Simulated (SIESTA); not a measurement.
Worked example: self-consistent single point of Te2Mo (P1, 3 atoms in the cell) in SIESTA.

Computed with LDA PW92, numerical atomic orbitals DZP, PseudoDojo LDA standard norm-conserving potentials (rewritten from UPF to PSML) in SIESTA.

The change in words: atoms moved at random. Reference geometry:
```xyz
3
Lattice="3.5172 0.0000 0.0000 -1.7586 3.0459 0.0000 0.0000 0.0000 17.3120" Properties=species:S:1:pos:R:3 pbc="T T T"
Te     0.0000     2.0306    15.5438
Te     0.0000     2.0306     1.7682
Mo     0.0000     0.0000     0.0000
```

Reference input (self-consistent single point, DFT, LDA PW92, numerical atomic orbitals DZP, PseudoDojo LDA standard norm-conserving potentials (rewritten from UPF to PSML)): XC.functional = LDA; XC.authors = PW92; potentials = PseudoDojo LDA standard; PAO.BasisSize = DZP; PAO.EnergyShift = 0.01 Ry; MeshCutoff = 300 Ry; kgrid.MonkhorstPack = 6 6 1; OccupationFunction = FD; ElectronicTemperature = 10 K; MaxSCFIterations = 150; SCF.Mixer.Method = Pulay; SCF.Mixer.Weight = 0.1. This run's input differs from it in these lines:

```diff
@@ -18,5 +18,5 @@
 %block AtomicCoordinatesAndAtomicSpecies
-     0.333333000    0.666667000    0.897860000  1
-     0.333333000    0.666667000    0.102140000  1
-     0.000000000    0.000000000    0.000000000  2
+     0.327198000    0.663569000    0.899518000  1
+     0.346659000    0.673189000    0.097272000  1
+    -0.007191000   -0.003424000    0.003210000  2
 %endblock AtomicCoordinatesAndAtomicSpecies
```

Output (repeated stretches shortened):

```
        iscf     Eharris(eV)        E_KS(eV)     FreeEng(eV)     dDmax    Ef(eV) dHmax(eV)
   scf:    1    -7568.461754    -7592.515303    -7592.515303  0.738589 -1.518110 22.627093
   scf:    2    -7605.381048    -7600.557992    -7600.557992  0.178167 -3.471053  8.972886
   scf:    3    -7602.355980    -7602.003096    -7602.003096  0.120918 -3.855463  1.688615
   scf:    4    -7602.243536    -7602.137310    -7602.137310  0.050901 -3.950221  1.462261
   scf:    5    -7601.895755    -7602.148326    -7602.148326  0.132596 -4.075629  2.284489
   [... 4 lines left out ...]
   scf:   10    -7602.289345    -7602.289231    -7602.289231  0.001904 -3.854915  0.015348
   scf:   11    -7602.289238    -7602.289237    -7602.289237  0.000261 -3.856346  0.001558
   scf:   12    -7602.289238    -7602.289238    -7602.289238  0.000277 -3.855555  0.000196
   scf:   13    -7602.289238    -7602.289238    -7602.289238  0.000003 -3.855528  0.000171
SCF Convergence by DM+H criterion
max |DM_out - DM_in|         :     0.0000031111
max |H_out - H_in|      (eV) :     0.0001709461
SCF cycle converged after 13 iterations

Using DM_out to compute the final energy and forces

siesta: E_KS(eV) =            -7602.2892

siesta: E_KS - E_eggbox =     -7602.2892

siesta: Atomic forces (eV/Ang):
     1   -0.033704   -0.012939   -0.448585
     2   -0.614014   -0.341923    2.927835
     3    0.650533    0.357057   -2.476328
   Tot    0.002814    0.002195    0.002923
   Max    2.927835
   Res    1.331313    sqrt( Sum f_i^2 / 3N )
   Max    2.927835    constrained

Stress tensor Voigt[x,y,z,yz,xz,xy] (kbar):      -11.21       -6.54      -48.18        4.59        8.08       -4.28
(Free)E + p*V (eV/cell)    -7599.7449
Target enthalpy (eV/cell)    -7602.2892

   [... lines left out ...]
siesta: FreeEng =     -7602.289238
siesta: Cell volume =        185.464377 Ang**3
siesta:          21.97974082         30.55322738  kBar
   [... lines left out ...]
   3 14.087   1.925   0.047   0.383   1.944   1.939   1.942   0.269   0.354
              0.265   0.970   0.972   1.064   0.964   0.960   0.022   0.040

             -0.041   0.049   0.022

mulliken: Qtot =       46.000

Mulliken Atomic Populations:
Atom #   charge [q] valence [e]  Species
     1     0.047665   15.952335  Te
     2     0.039812   15.960188  Te
     3    -0.087477   14.087477  Mo
 Total     0.000000
```

The run converged in 13 iterations. Against the reference run the free energy rises by 79.9 meV/atom, the pressure goes from 0.18 to 2.20 GPa, the largest force goes from 0.535 to 3.011 eV/Å and the gap on the mesh goes from 1.076 to 1.015 eV.

The starting cell comes from a database of computed structures (which also holds hypothetical and non-ambient phases and stackings), without a prior relaxation at this level. Its lattice was rescaled by a random factor within 2.5 % of one. For this run, on top of that: atoms moved at random. Spin-orbit coupling is off. Values carry the incompleteness of an atom-centred basis. Forces in this geometry exceed 1 eV/Å.
